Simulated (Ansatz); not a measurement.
Start from Na2S in the anti-fluorite structure (space group Fm-3m, No. 225).

```
Na2S
1.0
    0.00000     3.25070     3.25070
    3.25070     0.00000     3.25070
    3.25070     3.25070     0.00000
Na S
2 1
Direct
  0.25000   0.25000   0.25000
  0.75000   0.75000   0.75000
  0.00000   0.00000   0.00000
```

Method: Kohn–Sham DFT with the PBEsol functional, run in Ansatz (a first-principles code) with PAW and 420 eV plane waves, scalar-relativistic without spin-orbit coupling.

For the base:

- Valley order = Γ 2.43 eV; X along ⟨100⟩ 3.70 eV

One thing is altered: every lattice vector is shortened by 0.50 %; the atoms relax in the strained cell.

Problem. Estimate the effect on the valley order.

Solution. The valley order (the lowest conduction-band minima on the path, energy above the VBM, named in the base's zone) changes from Γ 2.43 eV; X along ⟨100⟩ 3.70 eV to Γ 2.48 eV; X along ⟨100⟩ 3.71 eV.

The levels and masses belong to the bands next to the band gap. Whether these cells are dynamically stable was not tested.
